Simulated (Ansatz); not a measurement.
Fermi-surface figures of metals: In (I4/mmm) under several functionals (Ansatz, a quantum-chemistry and plane-wave program, without spin-orbit coupling). The PBE cell:

```xyz
1
Lattice="-1.6468 1.6468 2.5392 1.6468 -1.6468 2.5392 1.6468 1.6468 -2.5392" Properties=species:S:1:pos:R:3 pbc="T T T"
In     0.0000     0.0000     0.0000
```

```json
[
 {"Functional": "PBE", "cell relaxed with": "PBE", "volume (Å³/atom)": "27.54", "density of states at the Fermi level per atom": "0.44 states/eV", "Drude plasma energy": "9.9 eV", "root-mean-square Fermi velocity": "15.4 ×10⁵ m/s"},
 {"Functional": "PBEsol", "cell relaxed with": "PBEsol", "volume (Å³/atom)": "25.63", "density of states at the Fermi level per atom": "0.41 states/eV", "Drude plasma energy": "10.5 eV", "root-mean-square Fermi velocity": "16.2 ×10⁵ m/s"},
 {"Functional": "r2SCAN", "cell relaxed with": "PBEsol", "volume (Å³/atom)": "25.63", "density of states at the Fermi level per atom": "0.39 states/eV", "Drude plasma energy": "10.9 eV", "root-mean-square Fermi velocity": "17.2 ×10⁵ m/s"}
]
```

For the density of states at the Fermi level per atom, PBE gives 0.44 states/eV and r2SCAN 0.39 states/eV: PBE lies 12 % above.

Metals at this level; values at 300 K, both spins, means over directions. As a rough test of the mesh, the Fermi surface's area from every second k point differs by up to 4 %. Spin-orbit coupling is left out.
